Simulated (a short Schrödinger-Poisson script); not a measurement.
Solved with a short Schrödinger-Poisson script written for these runs: one-band effective-mass equation with BenDaniel-Duke matching, electrons, heavy and light holes apart, hard walls at the outer ends, one valence edge for both holes (no strain splitting), no charge, excitons, band mixing or non-parabolicity; under a field the levels are quasi-bound states of a box, listed while three quarters of their weight lies within 4 nm of the wells.

Stack: single GaN/Al0.2Ga0.8N quantum well.

From the first side: 12 nm Al0.2Ga0.8N; 2.5 nm GaN, built-in field 1500 kV/cm; 12 nm Al0.2Ga0.8N.

The device is made up for the run: typed textbook-type constants, with dimensions and the other settings drawn at random. GaN: direct gap (eV) 3.43, conduction-band edge (eV) 0, electron mass (mₑ) 0.2, heavy-hole mass 1.9, light-hole mass 0.33. Al0.2Ga0.8N: direct gap (eV) 3.804, conduction-band edge (eV) 0.262, electron mass (mₑ) 0.224, heavy-hole mass 2.2, light-hole mass 0.4.

The valence-band edge of each layer lies one gap below its conduction-band edge. The electron's potential energy rises along the stack by the applied field and, inside the well alone, by the built-in field (unscreened; none in the barriers). Mesh 0.03 nm at interfaces.

Give the squared e1-hh1 overlap at zero applied field; the e1-hh1 transition at zero applied field (eV).

squared e1-hh1 overlap at zero applied field: 0.09; e1-hh1 transition at zero applied field (eV): 3.382. Excitons, screening of the built-in field, fields in the barriers and alloy fluctuations are left out, and strain enters only through the typed gaps and offsets, so measured lines lie elsewhere.
